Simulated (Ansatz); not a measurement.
O interstitial in wurtzite GaN (the name describes the start): one set of geometries, relaxed with PBE, evaluated in Ansatz (PAW, plane waves to 420 eV, 500 eV under r2SCAN) with PBE, r2SCAN.

Set-up: 96-site cell; 2×2×2 shifted k-points; start: void with 3N nearest; charged states image-corrected; not converged in cell size; relaxed from one start, so a lower configuration may exist; flagged in the runs: a host whose relaxation on this sampling wasn't shown to rest, a strain field that reaches the edge of the cell.

| quantity | PBE | r2SCAN |
|---|---|---|
| host gap (eV) | 1.71 | (withheld) |
| ε(+1/0) above the VBM (eV) | 0.48 | (withheld) |
| ε(0/−1) above the VBM (eV), not thermodynamic with PBE | 2.67 | (withheld) |
| ε(−1/−2) above the VBM (eV), not thermodynamic with PBE | 1.15 | (withheld) |
| largest moment on one atom at charge +1 (μB) | 0.33 | (withheld) |
| neutral formation energy against O2 molecule in a box (eV) | 1.87 | (withheld) |
| largest moment on one atom at charge −1 (μB) | 0.41 | (withheld) |

Question: Given the lower rungs, what does r2SCAN give?

Answer: 
- host gap (eV), r2SCAN: 2.12
- ε(+1/0) above the VBM (eV), r2SCAN: 0.72
- ε(0/−1) above the VBM (eV), not thermodynamic with PBE, r2SCAN: 2.86
- ε(−1/−2) above the VBM (eV), not thermodynamic with PBE, r2SCAN: 1.31
- largest moment on one atom at charge +1 (μB), r2SCAN: 0.37
- neutral formation energy against O2 molecule in a box (eV), r2SCAN: 1.57
- largest moment on one atom at charge −1 (μB), r2SCAN: 0.47

Ansatz is a program for electronic structure.
